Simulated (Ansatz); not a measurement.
An Ansatz (a quantum-chemistry and plane-wave program) run: AlPd with a change (biaxial strain −1.36 %, plane normal [110], relaxed out of plane); PBEsol/PAW in Ansatz, without spin-orbit coupling.

Input:

Ansatz 0.2 input:
```yaml
crystal:
  lattice:
    - [4.7845367425, 0, 0]
    - [0, 6.7663567509, 0]
    - [0, 3.3831783754, 3.4531467847]
  atoms:
    - { symbol: Al, position: [0.8443377618, 0.1556622382, 0.6886755236] }
    - { symbol: Al, position: [0.3443377618, 0.8443377618, 0.8113244764] }
    - { symbol: Al, position: [0.1556622382, 0.3443377618, 0] }
    - { symbol: Al, position: [0.6556622382, 0.6556622382, 0.5] }
    - { symbol: Pd, position: [0.1474653127, 0.8525346873, 0.2949306254] }
    - { symbol: Pd, position: [0.6474653127, 0.1474653127, 0.2050693746] }
    - { symbol: Pd, position: [0.8525346873, 0.6474653127, 1] }
    - { symbol: Pd, position: [0.3525346873, 0.3525346873, 0.5] }
basis: { ecutwfc: 420, ecutrho_ratio: 4, xc_grid: 2, fft_grid_basis: typed }
kpoints: { mp_grid: { grid: [10, 10, 10] } }
hamiltonian:
  xc: pbesol
  dispersion: none
  pseudopotentials: { kind: paw }
scf: { occupations: { method: fermi_dirac, width: 0.05 } }
relax: { f_tol: 0.005, max_steps: 50, cell: { stress_tol: 0.01, fix: [a, b, gamma] } }
output: { forces: true, stress: true }
checkpoint: { write: state.ck, write_every: 1000 }
```

Output (explanatory and most iteration lines left out):

```
Relaxation: its limit of steps is 50 (relax.max_steps)
Pseudopotential: Al, paw, valence charge 3
Pseudopotential: Pd, paw, valence charge 18
Crystal: 8 atoms, lattice volume = 111.792 Å³
Basis set: ecut = 420 eV, 2147 PW (Γ), exchange–correlation on 64×96×72 points (8 copies of the dense FFT grid, shifted against one another)
Bands: 51, of which v1, the nominal top of the filled ones, is band 42 counted from 1 (41 counted from 0)
Symmetry: 2 space group operations
Space group: P21 (ITA 4), of the structure as read, at distance tolerance 4.8e-5 Å
k-points: 312 of 1000 (time reversal used)
Functional: x = pbesol(κ = 0.804, μ = 0.12345679012345678), c = pbesol(β = 0.046)
SCF iter   1: F=—  HF=-29732.237987 eV  |F-HF|=—  |Δ(HF+E_count)|=         —  Δρ=7.03e-3  dr2=4.43e-2  ethr=1.77e-3  ⟨swp⟩=6.6  Hψ=63127  notcnv=0  defer=62
SCF iter   2: F=—  HF=-29732.229579 eV  |F-HF|=—  |Δ(HF+E_count)|=   8.41e-3  Δρ=2.71e-3  dr2=5.41e-3  ethr=5.27e-5  ⟨swp⟩=2.9  Hψ=28033  notcnv=0  defer=519
SCF 1 converged in 6 iterations: F = -29732.228553 eV  dr2 = 1.19e-8
relax step   1: F+E_penalty+E_count = -29732.22855261 eV  Δ(F+E_penalty+E_count) = +0.000e0 eV  max|allowed force component| = 6.871e-2 eV/Å  Δτ_max = 0.0000 Å  P = +3.679 GPa  Ω = 111.792 Å³  fix = [a, b, gamma]  reactions: a +4.877, b +4.683 GPa  (6 SCF iters, dr2 threshold 1.00e-7 eV, accepted)
[... steps on the carried basis left out ...]
relax step   4: F+E_penalty+E_count = -29732.23331652 eV  Δ(F+E_penalty+E_count) = -6.025e-5 eV  max|allowed force component| = 9.085e-4 eV/Å  Δτ_max = 0.0015 Å  P = +2.569 GPa  Ω = 112.471 Å³  energy of the carried Pulay correction = -2.290e-4 eV  fix = [a, b, gamma]  reactions: a +3.967, b +3.740 GPa  (6 SCF iters, dr2 threshold 9.34e-9 eV, accepted)
Crystal: 8 atoms, lattice volume = 112.471 Å³
SCF iter   1: F=—  HF=-29732.233655 eV  |F-HF|=—  |Δ(HF+E_count)|=         —  Δρ=9.69e-5  dr2=2.38e-7  ethr=2.06e-8  ⟨swp⟩=3.0  Hψ=105406  notcnv=0
SCF iter   2: F=—  HF=-29732.233538 eV  |F-HF|=—  |Δ(HF+E_count)|=   1.17e-4  Δρ=4.92e-5  dr2=6.13e-8  ethr=2.84e-10  ⟨swp⟩=2.0  Hψ=24069  notcnv=0
SCF 5 converged in 7 iterations: F = -29732.233538 eV  dr2 = 4.47e-13
SCF converged after 7 iterations
Free energy (F): -29732.233538 eV
Internal energy: -29732.214278 eV  (E = F + TS)
E sigma→0 (E₀):  -29732.223908 eV
Entropy (-TS):   -0.019260 eV (-2.407 meV/atom)
Fermi energy:    15.435036 eV
--- Forces (eV/Å), atoms counted from 1 ---
  atom   1  Al    -0.00004580     0.00035873    -0.00012179
  atom   2  Al    -0.00004580    -0.00035873     0.00012179
  atom   3  Al    -0.00015711    -0.00091574     0.00029770
  atom   4  Al    -0.00015711     0.00091574    -0.00029770
  atom   5  Pd    -0.00006586     0.00021703    -0.00008792
  atom   6  Pd    -0.00006586    -0.00021703     0.00008792
  atom   7  Pd     0.00026790     0.00015139    -0.00052684
  atom   8  Pd     0.00026790    -0.00015139     0.00052684
--- Stress (GPa, compression-positive) ---
        3.966843       0.000000      -0.000000
        0.000000       3.741593      -0.002303
       -0.000000      -0.002303       0.000270
  P = ⅓ Tr σ = 2.5696 GPa (25.696 kbar)
--- Relaxed structure (4 steps of the walk, 4 accepted, 1 SCFs on fresh bases) ---
  cell:  # Å, volume = 112.4710 Å³
    - [4.7845367425, 1.6022769353167221e-96, 1.6259082332998315e-33]
    - [2.2659617725971857e-96, 6.766356642520794, -0.0012110593397521364]
    - [1.1734677964042346e-33, 3.382560268420823, 3.473521430193811]
  atoms:
    - { symbol: Al, position: [0.8445474871456857, 0.1551239338354139, 0.6899609342900331] }
    - { symbol: Al, position: [0.34454748714568567, 0.8448760661645858, 0.810039065709967] }
    - { symbol: Al, position: [0.15679371399526953, 0.3462046431714675, -0.0033189000463746217] }
    - { symbol: Al, position: [0.6567937139952695, 0.6537953568285324, 0.5033189000463746] }
    - { symbol: Pd, position: [0.14777249603639406, 0.8521874793324703, 0.29474313962373766] }
    - { symbol: Pd, position: [0.647772496036394, 0.14781252066752965, 0.20525686037626245] }
    - { symbol: Pd, position: [0.8508863028226505, 0.6463943865431543, 1.0026488513826626] }
    - { symbol: Pd, position: [0.35088630282265054, 0.3536056134568454, 0.4973511486173372] }
```

Without a gap, meshes like the base's 10×10×10 leave anisotropic stresses uncertain by several tenths of a GPa, and small strain energies with them. Whether these cells are dynamically stable was not tested. All final runs are without spin polarisation. The cell was made from AlPd (space group P2_13, No. 198; a cell from a computed database, its experimental status unchecked) by this change: biaxial strain −1.36 %, plane normal [110], relaxed out of plane.
